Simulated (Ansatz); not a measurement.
Adsorption energy and surface dipole of Cl on the 1x1 (0001) surface of hcp Ti, one in a 2x1 cell, started at the site 'hollow Ti-Ti-Ti over Ti at depth 2.2 Å', worked from the runs' numbers; total energies count from the potentials' own zero.

Calculation: PBE (plane waves to 420 eV, PAW; Ansatz, a quantum-chemistry and plane-wave program).

Slab: 9 atoms, 6.8 Å thick at the start under the adsorbate (thin: gaps and levels are the slab's own); k 6x12x1, smearing 0.1 eV, dipole-corrected; 4 atoms held, the rest relaxed; held to the start's symmetry, so lower structures may exist; no spin, no spin-orbit, no U, no dispersion correction. At the end it is bonded to 3 Ti. In PBE this state lies 0.09 eV over the lowest of the starts that converged ('hollow Ti-Ti-Ti').

| quantity | value |
|---|---|
| slab with the adsorbate | -21076.352 eV |
| clean slab, same cell and mesh | -19993.663 eV |
| reference, ½ Cl2(g) | -1079.444 eV |
| area of the cell | 14.96 Å² |
| change of the step from the bottom to the top vacuum level | -0.210 eV |

What is the adsorption energy against this reference?

E(slab + adsorbate) − E(slab) − E(reference) = -3.24 eV, so in this state the adsorbate is more stable than in the reference, at a coverage of 6.69 a nm².

What dipole does adsorption add to the slab along the outward normal (Helmholtz relation, ε₀ = 0.005526 e/(V·Å))?

p = −ε₀·A·ΔV = 0.017 e·Å = 0.08 D; its positive end points to the vacuum, which lowers the vacuum level.
